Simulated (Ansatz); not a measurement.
We consider TiAs (P6₃/mmc, No. 194), described by PBEsol-D3(BJ) in Ansatz (plane waves, PAW).

Settings: plane-wave cutoff 520 eV, 18×18×6 k mesh (along the axes of the cell as run), Fermi–Dirac smearing 0.05 eV, no spin polarisation, scalar-relativistic PAW data made under PBE.

A third-order Birch–Murnaghan fit to the energies gives V0 = 16.099 Å³/atom, B0 = 142 GPa, B′ = 4.2.

```
V (Å³/atom)     P (GPa)
-----------  ----------
15.455             6.31
15.777       (withheld)
16.098             0.00
16.420       (withheld)
16.742            -5.13
```

Estimate the withheld pressures from this fit; the answers are the runs' own values.


- 15.777, P (GPa): 2.99
- 16.420, P (GPa): -2.70

The formula P = (3/2) B0 (x^(7/3) − x^(5/3)) [1 + (3/4)(B′ − 4)(x^(2/3) − 1)] with x = V0/V meets the computed pressures within 0.02 GPa when these rounded values are put in.

Shape and atoms are relaxed at each volume.

Note: the volume lies 9 % below that of the published cell; the bulk modulus comes from volumes at which shape and atoms were relaxed.

Ansatz is an electronic-structure program.
